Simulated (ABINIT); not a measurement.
Input and output of a self-consistent single point for Cu₃N (Pm-3m, 4 atoms in the cell) (ABINIT)

Level of theory: PBE, PAW (JTH v2.0 PBE PAW) (plane waves; ABINIT).

The input file:

```
# Cu3N, JTH v2.0 PBE PAW
pp_dirpath "./"
pseudos "Cu.GGA_PBE-JTH.xml, N.GGA_PBE-JTH.xml"
acell 3.8360720000 3.8360720000 3.8360720000 Angstrom
rprim
         1.0000000000    0.0000000000    0.0000000000
         0.0000000000    1.0000000000    0.0000000000
         0.0000000000    0.0000000000    1.0000000000
natom 4
ntypat 2
znucl 29 7
typat 1 1 1 2
xcart
         0.0000000000    0.0000000000    1.9180360000
         1.9180360000    0.0000000000    0.0000000000
         0.0000000000    1.9180360000    0.0000000000
         0.0000000000    0.0000000000    0.0000000000
      Angstrom
ecut 816 eV
pawecutdg 1633 eV
pawxcdev 0
occopt 7
tsmear 0.00999582
nband 40
kptopt 1
ngkpt 7 7 7
nshiftk 1
shiftk 0 0 0
nstep 100
tolvrs 1.0e-10
prtwf 0
prtden 0
enunit 2
```

The program printed (abridged):

```
 Symmetries : space group Pm -3 m (#221); Bravais cP (primitive cubic)

 -outvars: echo values of preprocessed input variables --------
            acell      7.2491255060E+00  7.2491255060E+00  7.2491255060E+00 Bohr
             ecut      2.99874495E+01 Hartree
           enunit           2
              ixc     -101130
         kptrlatt        7    0    0      0    7    0      0    0    7
          kptrlen      5.07438785E+01
            natom           4
            nband          40
            ngfft          36      36      36
          ngfftdg          54      54      54
             nkpt          20
            nstep         100
             nsym          48
           ntypat           2
           occopt           7
        pawecutdg      6.00116484E+01 Hartree
         pawxcdev           0
          spgroup         221
           tolvrs      1.00000000E-10
           tsmear      9.99582000E-03 Hartree
            typat      1  1  1  2
           useylm           1
             xred      0.0000000000E+00  0.0000000000E+00  5.0000000000E-01
                       5.0000000000E-01  0.0000000000E+00  0.0000000000E+00
                       0.0000000000E+00  5.0000000000E-01  0.0000000000E+00
                       0.0000000000E+00  0.0000000000E+00  0.0000000000E+00
            znucl       29.00000    7.00000

== DATASET  1 ==================================================================

 Real(R)+Recip(G) space primitive vectors, cartesian coordinates (Bohr,Bohr^-1):
 R(1)=  7.2491255  0.0000000  0.0000000  G(1)=  0.1379477  0.0000000  0.0000000
 R(2)=  0.0000000  7.2491255  0.0000000  G(2)=  0.0000000  0.1379477  0.0000000
 R(3)=  0.0000000  0.0000000  7.2491255  G(3)=  0.0000000  0.0000000  0.1379477
 Unit cell volume ucvol=  3.8094024E+02 bohr^3
 Angles (23,13,12)=  9.00000000E+01  9.00000000E+01  9.00000000E+01 degrees

 Coarse grid specifications (used for wave-functions):

 getcut: wavevector=  0.0000  0.0000  0.0000  ngfft=  36  36  36
         ecut(hartree)=     29.987   => boxcut(ratio)=   2.01457

 Fine grid specifications (used for densities):

 getcut: wavevector=  0.0000  0.0000  0.0000  ngfft=  54  54  54
         ecut(hartree)=     60.012   => boxcut(ratio)=   2.13612

   7.11313692E+03                                ecore*ucvol(ha*bohr**3)

_setup2: Arith. and geom. avg. npw (full set) are    2987.933    2987.916

--- !BeginCycle
solver: {iscf: 17, nstep: 100, nline: 4, wfoptalg: 10, }
tolerances: {tolvrs: 1.00E-10, }
...

     iter   Etot(hartree)      deltaE(h)  residm     nres2
 ETOT  1  -598.96302091615    -5.990E+02 4.575E+01 7.952E+01
 ETOT  2  -604.06831473360    -5.105E+00 6.459E-02 1.002E+02
 ETOT  3  -603.88563952452     1.827E-01 5.156E-02 4.645E+00
 ETOT  4  -603.87847812020     7.161E-03 2.833E-02 1.199E+00
 ETOT  5  -603.87788474718     5.934E-04 1.300E-02 2.346E-01
 ETOT  6  -603.87776080883     1.239E-04 3.256E-03 2.974E-01
   [... 10 lines left out ...]
 ETOT 17  -603.87731617723     4.866E-11 1.534E-05 4.475E-08
 ETOT 18  -603.87731617719     4.115E-11 3.067E-06 6.014E-09
 ETOT 19  -603.87731617719    -1.819E-12 3.545E-06 2.345E-09
 ETOT 20  -603.87731617719     2.274E-13 8.438E-07 5.897E-10
 ETOT 21  -603.87731617720    -5.002E-12 8.234E-07 2.180E-12

 At SCF step   21       nres2   =  2.18E-12 < tolvrs=  1.00E-10 =>converged.

 Cartesian components of stress tensor (hartree/bohr^3)
  sigma(1 1)=  3.62468547E-05  sigma(3 2)=  0.00000000E+00
  sigma(2 2)=  3.62468547E-05  sigma(3 1)=  0.00000000E+00
  sigma(3 3)=  3.62468547E-05  sigma(2 1)=  0.00000000E+00

 ----iterations are completed or convergence reached----

 reduced coordinates (array xred) for    4 atoms
       0.000000000000      0.000000000000      0.500000000000
       0.500000000000      0.000000000000      0.000000000000
       0.000000000000      0.500000000000      0.000000000000
       0.000000000000      0.000000000000      0.000000000000
 cartesian forces (eV/Angstrom) at end:
    1     -0.00000000000000    -0.00000000000000    -0.00000000000000
    2     -0.00000000000000    -0.00000000000000    -0.00000000000000
    3     -0.00000000000000    -0.00000000000000    -0.00000000000000
    4     -0.00000000000000    -0.00000000000000    -0.00000000000000
 frms,max,avg= 0.0000000E+00 0.0000000E+00   0.000E+00  0.000E+00  0.000E+00 e/A
 length scales=  7.249125506031  7.249125506031  7.249125506031 bohr
              =  3.836072000000  3.836072000000  3.836072000000 angstroms
 Fermi (or HOMO) energy (hartree) =   0.17970   Average Vxc (hartree)=  -0.37686
 Eigenvalues (hartree) for nkpt=  20  k points:
 kpt#   1, nband= 40, wtk=  0.00292, kpt=  0.0000  0.0000  0.0000 (reduced coord)
  -3.96670   -3.96648   -3.96648   -2.40738   -2.40738   -2.40738   -2.39711   -2.39711
  -2.39711   -2.39698   -2.39698   -2.39698   -0.44505   -0.01986   -0.00454   -0.00454
  -0.00454    0.03096    0.03096    0.03096    0.04575    0.04575    0.07835    0.07835
   0.08546    0.08546    0.08546    0.10419    0.10419    0.10419    0.10583    0.20409
   0.35984    0.35984    0.40968    0.40968    0.40968    0.61328    0.61328    0.61328
      occupation numbers for kpt#   1
   2.00000    2.00000    2.00000    2.00000    2.00000    2.00000    2.00000    2.00000
   2.00000    2.00000    2.00000    2.00000    2.00000    2.00000    2.00000    2.00000
   2.00000    2.00000    2.00000    2.00000    2.00000    2.00000    2.00000    2.00000
   2.00000    2.00000    2.00000    2.00000    2.00000    2.00000    2.00000    0.00056
   0.00000    0.00000    0.00000    0.00000    0.00000    0.00000    0.00000    0.00000
 prteigrs : prtvol=0 or 1, do not print more k-points.

 Fermi (or HOMO) energy (eV) =   4.88995   Average Vxc (eV)= -10.25492
 Eigenvalues (   eV  ) for nkpt=  20  k points:
 kpt#   1, nband= 40, wtk=  0.00292, kpt=  0.0000  0.0000  0.0000 (reduced coord)
-107.93940 -107.93341 -107.93341  -65.50822  -65.50822  -65.50822  -65.22855  -65.22855
 -65.22855  -65.22526  -65.22526  -65.22526  -12.11053   -0.54030   -0.12365   -0.12365
  -0.12365    0.84258    0.84258    0.84258    1.24504    1.24504    2.13200    2.13200
   2.32541    2.32541    2.32541    2.83527    2.83527    2.83527    2.87965    5.55354
   9.79177    9.79177   11.14802   11.14802   11.14802   16.68808   16.68808   16.68810
 prteigrs : prtvol=0 or 1, do not print more k-points.

--- !EnergyTerms
comment             : Components of total free energy in Hartree
kinetic             :  3.87952448791811E+01
hartree             :  1.76109162232916E+02
xc                  : -1.08059469789760E+01
Ewald energy        : -3.07633565917351E+02
psp_core            :  1.86725792632480E+01
local_psp           : -4.23439017282231E+02
spherical_terms     : -9.55757437545449E+01
internal            : -6.03877287557757E+02
'-kT*entropy'       : -2.86112822649022E-05
total_energy        : -6.03877316169040E+02
total_energy_eV     : -1.64323374546223E+04
...

-Cartesian components of stress tensor (GPa)         [Pressure= -1.0664E+00 GPa]
- sigma(1 1)=  1.06641910E+00  sigma(3 2)=  0.00000000E+00
- sigma(2 2)=  1.06641910E+00  sigma(3 1)=  0.00000000E+00
- sigma(3 3)=  1.06641910E+00  sigma(2 1)=  0.00000000E+00

 Calculation completed.
```

The run converged in 21 iterations.

The starting cell comes from a database of computed structures (which also holds hypothetical and non-ambient phases and stackings), without a prior relaxation at this level. Its lattice was rescaled by a random factor within 2.5 % of one.

Cost on one core of a shared machine: roughly 2 min.
